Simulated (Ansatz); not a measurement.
## CrI₃ in the BiI3 type structure (space group R-3, No. 148; ferromagnetic; layered, stacked along the Cartesian z axis)

CrI$_{3}$ is modelled in the trigonal space group R-3, hexagonal axes (No. 148), Pearson symbol hR8. Lattice parameters: a = b = 6.8921 Å, c = 19.8975 Å, α = β = 90.00°, γ = 120.00°. Cr on 6c sees 6 I at 2.728–2.731 Å (octahedral). I on 18f sees 2 Cr at 2.728–2.731 Å (bent). (Neighbours: up to the widest gap in distance over summed covalent radii, below 1.35, at either atom; cation-cation and far metal-metal contacts left out.)
(The calculation used a cell of 8 atoms; values per cell refer to that cell.)

Calculations: Kohn–Sham DFT with the r2SCAN+rVV10 functional, run in Ansatz (a first-principles code) with PAW and 500 eV plane waves, without spin-orbit coupling. Settings: 6×6×6 k-points, 0.05 eV Fermi–Dirac smearing.

The volume per atom comes out as 34.11 Å³ and the density is 5.27 g/cm³. The band gap comes out as 1.32 eV, indirect, Γ → T, the magnetic state is ferromagnetic and the total energy comes out as -6490.576 eV/atom (σ→0; compares only within this code and set-up).

The magnetic state is the one reached from the starting moments; the real material's order can differ, and small cells can't hold many antiferromagnetic ones. With I present, leaving out spin-orbit coupling can change the band edges. Whether these cells are dynamically stable was not tested.
